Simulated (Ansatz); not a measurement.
The starting structures come from a database of crystals and need not be the phases stable at ambient conditions.

Inside the gap of an insulator the Bloch states are evanescent, with a wavenumber k + iκ along the transport direction.

Input:

```
CELL_PARAMETERS angstrom
      3.60717     0.00000     0.00000
      1.80358     9.82935     0.03076
      1.80358     0.32121     3.10734
ATOMIC_POSITIONS crystal
  Hf 0.21085 0.36745 0.21085
  Hf 0.78915 0.63255 0.78915
  Br 0.38830 0.83509 0.38830
  Br 0.61170 0.16491 0.61170
  N  0.13713 0.58860 0.13713
  N  0.86287 0.41140 0.86287
```

The cell was relaxed by PBE-D3(BJ).

Transport runs along the normal of the first two printed cell vectors, the (101) plane of the conventional cell.

The gap is the functional's own. No spin-orbit coupling. Mid-gap values are those at the computed energy nearest the middle.

Problem. Give the band gap and the smallest decay constant κ at mid-gap that r2SCAN (Ansatz, a program for electronic structure) yields.

Solution. Gap 2.18 eV on a 10×10×10 mesh; κ = 0.302 1/Å, at the zone centre.
